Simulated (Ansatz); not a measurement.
The reference is Hf in the hcp (Mg type) structure (space group P6_3/mmc, No. 194; a = 3.158 Å, c = 5.004 Å; relaxed with 0.1 eV smearing). Axes: x lies along a and z along c of the hexagonal cell.

Method: PBEsol (Ansatz, an electronic-structure program; PAW; 420 eV plane waves; without spin-orbit coupling).

Strains are applied to the cell and any free atomic positions relax.

One change was made to it. Results:

The energy goes up by 0.4 meV/atom; the pressure (mean of the normal stresses, compression positive) is still 0.0 GPa.

**Question.** What was done to the base?
A) tensor shear ε_xz = +0.57 %
B) tensor shear ε_xz = +1.43 %
C) tensor shear ε_xz = +1.71 %

**Answer.** A, tensor shear ε_xz = +0.57 %. For comparison, the energy relative to the base in the other runs: tensor shear ε_xz = +1.71 % gives +3.8 meV/atom; tensor shear ε_xz = +1.43 % gives +2.7 meV/atom.

Stability against distortions was not tested. The final runs are not spin-polarised.
